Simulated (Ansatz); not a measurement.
We consider CsCl-type NiAl, described by revPBE (plane waves, PAW; Ansatz, a first-principles code).

Run with plane-wave cutoff 520 eV, 20×20×20 k mesh, Fermi–Dirac smearing 0.05 eV, no spin polarisation, scalar-relativistic PAW data made under PBE.

Pressure at four volumes; x = ln(V/12.325 Å³). One pressure is withheld.

| V (Å³/atom) | x | P (GPa) |
|---|---|---|
| 11.586 | -0.0618 | ? |
| 11.832 | -0.0408 | 6.78 |
| 12.325 | 0.0000 | 0.00 |
| 13.065 | 0.0583 | -7.79 |

**Question.** Pass a parabola P(x) through the three rows shown, estimate the bulk modulus and its pressure derivative near zero pressure, and predict the withheld pressure.

**Answer.** Slopes between the rows: (0.00 − (6.78))/(0.0000 − (-0.0408)) = -166.18 and (-7.79 − (0.00))/(0.0583 − (0.0000)) = -133.62 GPa. Their difference over the span 0.0991 is c = 32.56/0.0991 = 328.6 GPa, so P(x) = 6.78 + (-166.18)(x − (-0.0408)) + 328.6 (x − (-0.0408))(x − (0.0000)). At the middle row B = −dP/dx = −[-166.18 + 328.6 × 0.0408] = 152.8 GPa, and B′ = dB/dP = 2c/B = 4.3. At x = -0.0618 the parabola gives 10.70 GPa; the run gives 10.76 GPa. The Birch–Murnaghan fit to the energies at all volumes has B0 = 152 GPa and B′ = 4.4.

Measured, for comparison: bulk modulus 156 GPa (room temperature, no zero-point or thermal correction; as tabulated in Yamada et al. (2019), arXiv:1910.09660). Computed (rounded) less measured: bulk modulus -3 %.
